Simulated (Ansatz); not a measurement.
Consider O vacancy in alpha Ga2O3, charge state +2. Computed with PBE, PAW (plane waves to 420 eV; Ansatz, a program for electronic structure).

Settings: 120 host sites, the relaxed PBE lattice, the Γ point alone, smearing 0.01 eV, spin-restricted, no image-charge correction. Static, classical nuclei. The host's phase is taken as given; its stability against other phases was not computed. The charge state is imposed; whether it is stable for some Fermi level was not computed. Forms of the defect that were not tried may lie lower.

Barriers: single points on a 2×2×2 k-point mesh shifted by half a step along c at the bands' geometries (they differ from the bands' own by up to 0.05 eV, and are uncertain by about as much).

The step: one O atom jumps into the vacancy from a nearby O site; the atom moves 2.64 Å along (0.07, 0.33, -0.16) of the unit cell; the moving atom starts with neighbours Ga at 1.93, Ga at 2.01, Ga at 2.05, Ga at 2.21 Å and ends with Ga at 1.93, Ga at 2.01, Ga at 2.05, Ga at 2.20 Å.

Problem. What migration barrier of this step does PBE, PAW give?

Solution. 1.41 eV, the same both ways. At the saddle the moving atom has neighbours 2 Ga at 1.76 Å. The saddle point's order was not checked, and it lies on a symmetry element of the cell, where a band can be held.
